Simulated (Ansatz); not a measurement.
Results of LDA (plane waves, PAW; Ansatz, a first-principles code) for RuAs (model structure, started from the WC type, P-6m2, No. 187, 2 atoms in the cell).

Run with plane-wave cutoff 520 eV, 18×18×16 k mesh (along the axes of the cell as run), Fermi–Dirac smearing 0.05 eV, no spin polarisation, scalar-relativistic PAW data made under PBE.

Cell (relaxed at this level):

```yaml
crystal:
  lattice:
    - [3.05079, 0.00000, 0.00000]
    - [-1.52539, 2.64206, 0.00000]
    - [0.00000, 0.00000, 3.57528]
  atoms:
    - { symbol: Ru, position: [0.00000, 0.00000, 0.00000] }
    - { symbol: As, position: [0.66667, 0.33333, 0.50000] }
```

Q: Give the computed bulk modulus B0.

A: 
* **bulk modulus B0**: 195 GPa

Note: the run has no spin polarisation, so it can have missed a magnetic state; the bulk modulus is −V dP/dV from two relaxed cells at ±2 % in volume; the relaxation could raise the start's symmetry but not lower it, so the cell can be a saddle point.

A model structure was made by putting elements into a prototype or built by hand; it is no filed structure, need not be a known phase, and can be a saddle point held by its symmetry.
